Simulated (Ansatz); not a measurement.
Charge-transition levels above the valence-band maximum in metastable 2H silicon carbide (eV), each at one geometry relaxed with PBE and evaluated in Ansatz (an electronic-structure program) with PBE, r2SCAN. Host gaps: PBE 2.31 eV, r2SCAN 2.68 eV. Details: 96-site cell; 2×2×2 shifted k-points; charged states image-corrected; no Hubbard U; corrections pass 1 eV, so highly charged states may be off by several tenths; flagged in the runs: for some of the defects a host whose relaxation on this sampling wasn't shown to rest, a strain field that reaches the edge of the cell, host ions not shown at rest.

| defect | PBE | r2SCAN |
|---|---|---|
| Se on the C site (+1/0) | 2.12 | 2.43 |
| Ni on the Si site (−1/−2) | 1.99 | 2.10 |
| Nb on the Si site (+1/0) | 1.53 | 1.66 |
| Cr on the Si site (0/−1) | 2.07 | 2.12 |
| Si vacancy + N on the C site [the Si site; C 1.89 Å away] (0/−1) | 0.73 | 1.01 |
| Si vacancy + N on the C site [the Si site; C 1.91 Å away, along c] (−1/−2) | 1.65 | 1.93 |
| Si vacancy (−1/−2) | 1.55 | 1.91 |
| B on the C site (0/−1) | 0.26 | 0.30 |
| Ni on the Si site (0/−1) | 0.76 | 0.67 |

PBE less r2SCAN: over the 9 rows with both numbers (drawn at random from the settled rows of this host; unsettled states are left out), mean -0.16 eV, median -0.13 eV, mean size 0.18 eV, from -0.36 to 0.09 eV.
